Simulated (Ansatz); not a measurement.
Fluorite AuAl2, treated with r²SCAN-D4 (Ansatz, a quantum-chemistry and plane-wave program, plane waves, PAW).

Input file:

Ansatz 0.2 input:
```yaml
crystal:
  lattice:
    - [0.0, 2.995962327, 2.995962327]
    - [2.995962327, 0.0, 2.995962327]
    - [2.995962327, 2.995962327, 0.0]
  atoms:
    - { symbol: Al, position: [0.25, 0.25, 0.25] }
    - { symbol: Al, position: [0.75, 0.75, 0.75] }
    - { symbol: Au, position: [0.0, 0.0, 0.0] }
basis:
  ecutwfc: 560
  ecutrho_ratio: 4
  xc_grid: 3
kpoints:
  mp_grid: { grid: [16, 16, 16] }
hamiltonian:
  xc: r2scan
  dispersion: d4
  pseudopotentials: { kind: paw }
scf:
  occupations: { method: fermi_dirac, width: 0.05 }
  convergence: { dr2_threshold: 0.0000000003 }
output:
  forces: true
  stress: true
  eigenvalues: true
```

From the output:

```
Crystal: 3 atoms, lattice volume = 53.782 Å³
Basis set: ecut = 560 eV, 1639 PW (Γ), exchange–correlation on 108×108×108 points (27 copies of the dense FFT grid, shifted against one another)
Bands: 17, of which v1, the nominal top of the filled ones, is band 13 counted from 1 (12 counted from 0)
Symmetry: 48 space group operations
Space group: Fm-3m (ITA 225), of the structure as read, at distance tolerance 3.8e-5 Å
k-points: 145 of 4096
Functional: x = r2scan, c = r2scan; τ floored in thin density (d = 2e-4 eV/Å³)
SCF iter   1: F=—  HF=-14246.175069 eV  |F-HF|=—  |Δ(HF+E_count)|=         —  Δρ=8.59e-3  dr2=6.29e-2  dr2_τ=3.73e-2
SCF iter   2: F=—  HF=-14246.203917 eV  |F-HF|=—  |Δ(HF+E_count)|=   2.88e-2  Δρ=2.76e-3  dr2=6.86e-3  dr2_τ=1.54e-3
  ...
SCF iter   7: F=—  HF=-14246.202969 eV  |F-HF|=—  |Δ(HF+E_count)|=   1.75e-8  Δρ=2.37e-6  dr2=3.21e-9  dr2_τ=3.44e-10
SCF iter   8: F=-14246.202969 eV  HF=-14246.202969 eV  |F-HF|=4.91e-11  |Δ(HF+E_count)|=  2.53e-10  Δρ=3.55e-7  dr2=1.17e-10  dr2_τ=1.15e-11
SCF 1 converged in 8 iterations: F = -14246.202969 eV  dr2 = 1.17e-10
SCF converged after 8 iterations
Free energy (F): -14246.202969 eV
Internal energy: -14246.194781 eV  (E = F + TS)
E sigma→0 (E₀):  -14246.198875 eV
Fermi energy:    11.269192 eV
--- Forces (eV/Å), atoms counted from 1 ---
  atom   1  Al     0.00000000     0.00000000     0.00000000
  atom   2  Al     0.00000000    -0.00000000     0.00000000
  atom   3  Au    -0.00000000     0.00000000     0.00000000
--- Stress (GPa, compression-positive) ---
       -0.001042      -0.000000       0.000000
        0.000000      -0.001042      -0.000000
        0.000000      -0.000000      -0.001042
  P = ⅓ Tr σ = -0.0010 GPa (-0.010 kbar)
```

The PAW data were made under PBE.
